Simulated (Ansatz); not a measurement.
System: zinc-blende NaCl (model structure). Method: PBEsol (Ansatz, an electronic-structure program, PAW).

Settings: plane-wave cutoff 500 eV, 10×10×10 k mesh, gaussian smearing 0.02 eV, scalar-relativistic PAW data made under PBE.

Cell (relaxed at this level):

```
CELL_PARAMETERS angstrom
      0.00000     3.08936     3.08936
      3.08936     0.00000     3.08936
      3.08936     3.08936     0.00000
ATOMIC_POSITIONS crystal
  Na 0.00000 0.00000 0.00000
  Cl 0.25000 0.25000 0.25000
```

Task: What does this level give for the band gap?

Result: 
band gap: 4.84 eV (on the SCF k mesh)

Note: the relaxation could raise the start's symmetry but not lower it, so the cell can be a saddle point.

Static lattice: no zero-point or thermal effects.

Computing time: about 16 core-seconds (a rough figure).

A model structure was made by putting elements into a prototype or built by hand; it is no filed structure, need not be a known phase, and can be a saddle point held by its symmetry.
